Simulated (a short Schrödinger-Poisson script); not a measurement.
## Symmetric double-gate stack, SiO2 on p-type GaAs

Stack: symmetric double-gate stack, SiO2 on p-type GaAs, at 300 K.

| layer | material | thickness (nm) | Na (cm⁻³) |
|---|---|---|---|
| 1 | SiO2 | 0.9 | - |
| 2 | GaAs | 6 | 1e15 |
| 3 | SiO2 | 0.9 | - |

Constants are typed, rounded textbook-type inputs, not results; the design itself was drawn at random and stands for no fabricated device. SiO2: permittivity 3.9, conduction-band edge (eV) 3.17, gap (eV) 9, electron mass (mₑ) 0.5. GaAs: permittivity 12.9, conduction-band edge (eV) 0, gap (eV) 1.424, Nv at 300 K (cm⁻³) 9e18.

Channel valleys (confinement mass, in-plane density-of-states mass, number): Γ 0.067, 0.067, 1. At the gates, both at one voltage, the conduction-band edge of layer 1 lies 3.21 eV − eVg above the Fermi level of the channel. Gaps are held at their typed values at every temperature. Mesh 0.03 nm at interfaces.

Solved with a short Schrödinger-Poisson script written for these runs: 1D Poisson equation in equilibrium, electrons quantum, Hartree (BenDaniel-Duke, 12 states a valley, the channel's in-plane mass for all, wave functions free to enter the dielectric), parabolic valleys, classical holes, full ionisation, no traps, pinning or gate leakage.

| Vg (V) | electrons (cm⁻²) | C (μF/cm²) | Γ E0 (meV) | Γ E1 (meV) |
|---|---|---|---|---|
| -0.2 | 2.65e6 | < 0.003 | 323.6 | 595.7 |
| -0.15 | 1.83e7 | < 0.003 | 273.6 | 545.7 |
| -0.1 | 1.27e8 | < 0.003 | 223.6 | 495.7 |
| -0.05 | 8.77e8 | 0.00553 | 173.6 | 445.8 |
| 0 | 6.01e9 | 0.0375 | 123.8 | 395.9 |
| 0.05 | 3.90e10 | 0.229 | 74.8 | 346.8 |
| 0.1 | 1.99e11 | 0.905 | 29.7 | 301.2 |
| 0.15 | 6.16e11 | 1.73 | -7.6 | 262.7 |
| 0.2 | 1.23e12 | 2.16 | -38.8 | 229.6 |
| 0.25 | 1.94e12 | 2.33 | -67.3 | 198.9 |
| 0.3 | 2.67e12 | 2.39 | -94.9 | 169.1 |
| 0.35 | 3.43e12 | 2.42 | -122.1 | 139.7 |
| 0.4 | 4.19e12 | 2.45 | -149.1 | 110.5 |
| 0.45 | 4.96e12 | 2.49 | -175.9 | 81.4 |
| 0.5 | 5.75e12 | 2.60 | -202.2 | 52.9 |
| 0.55 | 6.59e12 | 2.81 | -227.3 | 25.7 |
| 0.6 | 7.51e12 | 3.08 | -250.5 | 0.3 |
| 0.65 | 8.50e12 | 3.29 | -271.8 | -23.3 |
| 0.7 | 9.55e12 | 3.42 | -291.7 | -45.5 |
| 0.75 | 1.06e13 | 3.49 | -311.0 | -67.0 |

Gate voltages with under 1e6 electrons/cm² are left out.

Subbands count from the Fermi level. The capacitance is that of both gates.

Above a few 1e12 electrons/cm² a light Γ valley is non-parabolic and upper valleys begin to fill, which the model leaves out.
